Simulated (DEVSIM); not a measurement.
Structure: illuminated Si p-on-n cell, one wavelength, at 250 K.

Layer 1 from the left is Si, thickness (μm) 0.0570, Na (cm⁻³) 1.9e18, τn (s) 2.3e-6, τp (s) 3.1e-6, absorption coefficient (cm⁻¹) 16000. Layer 2 from the left is Si, thickness (μm) 66.0, Nd (cm⁻³) 2.4e16, τn (s) 0.00018, τp (s) 0.00018, absorption coefficient (cm⁻¹) 16000.

Left contact: ohmic, minority electron recombination velocity 3000 cm/s. Right contact: ohmic, minority hole recombination velocity 2e5 cm/s. Voltage is applied to the left contact. Recombination: SRH at mid-gap, radiative, Auger. Gap narrowing is on: ΔEg = 6.92 meV × (l + √(l² + 0.5)), l = ln(N/1.3e17 cm⁻³), shared equally by both band edges. Light enters at the left, 1.6e17 photons cm⁻² s⁻¹, one pass, no reflection. Mobility is μmin + (μ − μmin)/(1 + (N/Nref)^α).

Constants are typed, rounded textbook-type inputs, not results; the design itself was drawn at random and stands for no fabricated device. Values at 300 K; Nc and Nv go as T^1.5, mobilities as T to minus their exponent, the gap by Varshni's rule with the affinity fixed.

Si: gap (eV) 1.124, affinity (eV) 4.05, permittivity 11.7, Nc (cm⁻³) 2.86e19, Nv (cm⁻³) 3.1e19, μn (cm²/Vs) 1417, μp (cm²/Vs) 470, μn,min 52, μp,min 45, Nref,n 9.7e16, Nref,p 2.2e17, αn 0.68, αp 0.72, T exponent of μn 2.3, T exponent of μp 2.2, B (cm³/s) 4.7e-15, Cn (cm⁶/s) 2.8e-31, Cp (cm⁶/s) 9.9e-32, Varshni α (eV/K) 0.000473, Varshni β (K) 636.

Simulated with DEVSIM: 1D drift-diffusion, Boltzmann statistics, complete ionisation; no tunnelling, impact ionisation, image-force lowering or self-heating.

Dark forward current:

```tsv
|V| (V)	|J| (A/cm²)
0.10	4.726e-13
0.25	2.871e-11
0.30	1.681e-10
0.35	1.295e-9
0.40	1.179e-8
0.45	1.153e-7
0.50	1.158e-6
0.55	1.174e-5
0.60	0.0001194
0.65	0.001215
0.70	0.01236
0.75	0.1250
0.80	1.202
0.85	9.157
0.90	48.41
0.95	186.7
1.00	532.9
1.05	1174
1.10	2141
```

Question: Work out the local ideality factor n = ΔV / (kT/q · ln(J2/J1)) between the rows 0.10 and 0.25 V, 0.60 and 0.65 V, 1.05 and 1.10 V.

Answer: kT/q = 21.54 mV. From 0.10 to 0.25 V: ln(2.871e-11/4.726e-13) = 4.107, n = 1.70. From 0.60 to 0.65 V: ln(0.001215/0.0001194) = 2.320, n = 1.00, near the 1 of diffusion or emission over a barrier. From 1.05 to 1.10 V: ln(2141/1174) = 0.601, n = 3.86.

Question: What current could the absorbed light give at most, and what share is collected?

Answer: Σ αd = 106, so qΦ(1 − exp(−Σ αd)) = 25.6 mA/cm². The simulated short-circuit current is 25.46 mA/cm², a share of 0.99.

Question: Estimate the open-circuit voltage by superposition: the voltage at which the dark current equals that short-circuit current.

Answer: Interpolating ln J in the table gives 0.716 V. The simulation gives 0.716 V, the same within the digits that matter. Superposition holds where collection doesn't change with voltage.

Question: Estimate the fill factor from FF0 = (v − ln(v + 0.72))/(v + 1), v = qVoc/(nkT), with n from the dark curve.

Answer: The rows about Voc, 0.70 and 0.75 V, give n = 1.00, so v = 33.1 and FF0 = 0.868. The simulation gives 0.867, the same within the digits that matter.
